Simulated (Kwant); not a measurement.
Device: Ge/Si0.2Ge0.8 stack with 1 barrier. One parabolic valley. Leads of mass 0.12 mₑ with the band edge at 0; grid 0.1 nm; bias 0 V, dropping linearly over the stack.

```json
[
 {"layer": "1", "thickness (nm)": "5.8", "band offset (eV)": "0.12", "mass (mₑ)": "0.14"}
]
```

Constants are typed, rounded textbook-type inputs, not results; the design itself was drawn at random and stands for no fabricated device.

Model: one-band effective-mass tight-binding model in one dimension, coherent, no space charge (Kwant).

Problem. Work out the transmission below the barrier top from T = 1/(1 + ((ζ + 1/ζ)/2)² sinh²(κa)), ζ = (k/m_lead)/(κ/m_barrier).

Solution. E = 0.02331 eV: k = 0.2710 nm⁻¹, κ = 0.5961 nm⁻¹, ζ = 0.5303, T = 0.00272. The simulation gives 0.00273, the same within the digits that matter. E = 0.05964 eV: k = 0.4334 nm⁻¹, κ = 0.4709 nm⁻¹, ζ = 1.074, T = 0.0167. The simulation gives 0.0167, the same within the digits that matter. E = 0.09144 eV: k = 0.5366 nm⁻¹, κ = 0.3240 nm⁻¹, ζ = 1.932, T = 0.0612. The simulation gives 0.0612, the same within the digits that matter. What differs comes from the grid.
